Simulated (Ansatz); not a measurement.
Cells marked so need not be the phases stable at ambient conditions, and some may be hypothetical.

No gap correction and no spin-orbit coupling; mid-gap values are interpolated between computed energies.

A. CdS (F-43m, zinc blende, 2 atoms a cell, 25.5 Å³ an atom), along the normal of (111)
B. ZnS (P3m1, not sure to be the ambient phase, 16 atoms a cell, 19.5 Å³ an atom), along the normal of (001)
C. TiOF2 (P4_2/mmc, not sure to be the ambient phase, 8 atoms a cell, 14.3 Å³ an atom, -5 GPa at this level), along the normal of (001)

Problem. Put the candidates in order of mid-gap decay constant of the slowest evanescent state, lowest first, for r2SCAN in Ansatz (a program for electronic structure).

Solution. A (0.12 1/Å), B (0.17 1/Å), C (0.36 1/Å)
